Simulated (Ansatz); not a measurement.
BAs (model structure, started from the BeO type, P4₂/mnm, No. 136, 8 atoms in the cell), treated with LDA (plane waves, PAW; Ansatz, a first-principles code).

Numerical settings: plane-wave cutoff 520 eV, 6×6×10 k mesh (along the axes of the cell as run), Fermi–Dirac smearing 0.01 eV, scalar-relativistic PAW data made under PBE.

Cell (relaxed at this level):

```xyz
8
Lattice="5.7926 0.0000 0.0000 0.0000 5.7926 0.0000 0.0000 0.0000 3.3365" Properties=species:S:1:pos:R:3 pbc="T T T"
B      1.8690     3.9236     0.0000
B      3.9236     1.8690     0.0000
B      4.7653     4.7653     1.6683
B      1.0273     1.0273     1.6683
As     1.8438     1.8438     0.0000
As     3.9488     3.9488     0.0000
As     1.0525     4.7401     1.6683
As     4.7401     1.0525     1.6683
```

Give the computed band gap and bulk modulus.


* **band gap**: 0.58 eV (on the SCF k mesh)
* **bulk modulus**: 135 GPa

Note: the bulk modulus is −V dP/dV from two relaxed cells at ±2 % in volume; the relaxation could raise the start's symmetry but not lower it, so the cell can be a saddle point.

Spin–orbit coupling is not included.

Static lattice: no zero-point or thermal effects.

Cost on a shared machine: around 3 core-minutes (rough).

A model structure was made by putting elements into a prototype or built by hand; it is no filed structure, need not be a known phase, and can be a saddle point held by its symmetry.
